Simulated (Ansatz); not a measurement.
Worked example: relaxation of cell and atoms of Zr3Sc (P6_3/mmc, 8 atoms in the cell) in Ansatz (a first-principles code).

Computed with LDA (PW92), PAW files made with PBE (plane waves; Ansatz).

```xyz
8
Lattice="6.5200 0.0000 0.0000 -3.2600 5.6465 0.0000 0.0000 0.0000 5.1277" Properties=species:S:1:pos:R:3 pbc="T T T"
Zr    -1.6243     4.7021     1.2819
Zr     4.8843     0.9444     3.8458
Zr     1.6357     0.9444     3.8458
Zr     1.6243     4.7021     1.2819
Zr     0.0000     1.8888     1.2819
Zr     3.2600     3.7577     3.8458
Sc     0.0000     3.7643     3.8458
Sc     3.2600     1.8822     1.2819
```

Reference input (self-consistent single point, DFT, LDA (PW92), plane waves, PAW files made with PBE): basis.ecutwfc = 420 eV; kpoints.mp_grid.grid = 3 3 4; hamiltonian.xc = lda; hamiltonian.pseudopotentials = {kind: paw} (the program's default PAW files); scf.occupations.method = fermi_dirac; scf.occupations.width = 0.1 eV. This run's input differs from it in these lines:

```diff
@@ -29,2 +29,4 @@
     width: 0.1
+relax:
+  cell: {}
 output:
```

Output, abridged:

```
   [... SCF lines of the steps left out ...]
relax step   1: F+E_penalty+E_count = -28643.01365825 eV  Δ(F+E_penalty+E_count) = +0.000e0 eV  max|allowed force component| = 9.229e-2 eV/Å  Δτ_max = 0.0000 Å  P = -6.821 GPa  Ω = 188.777 Å³  (8 SCF iters, dr2 threshold 1.00e-7 eV, accepted)
relax step   2: F+E_penalty+E_count = -28643.20504909 eV  Δ(F+E_penalty+E_count) = -1.914e-1 eV  max|allowed force component| = 1.525e-1 eV/Å  Δτ_max = 0.0164 Å  P = +5.704 GPa  Ω = 164.236 Å³  energy of the carried Pulay correction = +1.247e-3 eV  [...]
   [... lines left out ...]
relax step   5: F+E_penalty+E_count = -28643.36950974 eV  Δ(F+E_penalty+E_count) = -1.074e-4 eV  max|allowed force component| = 1.559e-3 eV/Å  Δτ_max = 0.0003 Å  P = -0.016 GPa  Ω = 173.494 Å³  energy of the carried Pulay correction = +7.564e-4 eV  [...]
relax step   6: F+E_penalty+E_count = -28643.36891525 eV  Δ(F+E_penalty+E_count) = +5.945e-4 eV  max|allowed force component| = 1.588e-3 eV/Å  Δτ_max = 0.0000 Å  P = -0.019 GPa  Ω = 173.494 Å³  stress off target by 3.28e-2 GPa  SCF on the basis [...]
basis re-selected at this cell: Δ(F+E_penalty+E_count) = +5.945e-4 eV, ΔP = -0.003 GPa vs the last step
the relaxation is at rest under the 24 symmetry operations that the run kept from its start: a minimum is not shown …
Stability not checked: this state was not tested for a lower state beside it, because too few of the mixer's solves of this state at the end of the SCF gave a …
Free energy (F): -28643.368915 eV
Internal energy: -28643.182613 eV  (E = F + TS)
   [... lines left out ...]
Fermi energy:    13.613102 eV
  cell:  # Å, volume = 173.4937 Å³
   [... lines left out ...]
    - { symbol: Zr, position: [0.6667485081661142, 0.8333742540830569, 0.24999999999999997] }
    - { symbol: Zr, position: [0.1666257459169427, 0.3332514918338854, 0.24999999999999997] }
    - { symbol: Zr, position: [0.8333742540830571, 0.6667485081661144, 0.75] }
    - { symbol: Sc, position: [0.33333333333333326, 0.6666666666666665, 0.75] }
    - { symbol: Sc, position: [0.6666666666666665, 0.33333333333333326, 0.24999999999999997] }
```

The run converged. 

Summary of the result:
- Free energy E − TS (on the zero of these files): -28643.3689 eV
- Fermi level (on the code's own zero): 13.61 eV
- Pressure: -0.02 GPa
- Largest force (vector length): 0.002 eV/Å
- Final cell: a = b = 6.302 Å, c = 5.045 Å, α = β = 90.00°, γ = 120.00°
- Final volume per atom: 21.69 Å³
- Relaxation steps: 6

The starting cell comes from a database of computed structures (which also holds hypothetical and non-ambient phases and stackings), without a prior relaxation at this level. The relaxation keeps the symmetry of its start, so its end need not be a minimum. Ansatz's pressure includes its estimate of the finite-basis (Pulay) stress.

Cost on one core of a shared machine: roughly 40 s.

Keys are those of Ansatz 0.2.
